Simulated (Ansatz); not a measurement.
Data:

```
CELL_PARAMETERS angstrom
      0.00000     2.38590     2.38590
      2.38590     0.00000     2.38590
      2.38590     2.38590     0.00000
ATOMIC_POSITIONS crystal
  Ge 0.00000 0.00000 0.00000
  Fe 0.50000 0.50000 0.50000
```

Spin-polarised, with starting moments of sign Ge0 Fe+.

The values are results of PBE (Ansatz, a program for electronic structure, PAW, without spin-orbit coupling), earlier PAW set, not measurements. Settings: 16×16×16 k-points, 0.05 eV Fermi–Dirac smearing.

Question: Estimate the band gap.

Answer: Zero.

Question: Estimate the largest site moment.

Answer: 1.38 μB.

Other magnetic orders, which the real material may have, were not ruled out. Load acts through the strain it causes; cell and atoms are relaxed under it. Whether these cells are dynamically stable was not tested. Competing high-pressure phases were not computed. Seeded moments were not kept for pressure 9 GPa. The cell was made from FeGe in the rock salt structure (space group Fm-3m, No. 225; ferromagnetic; a hypothetical phase, not in the database extracts checked) by this change: pressure 9 GPa.
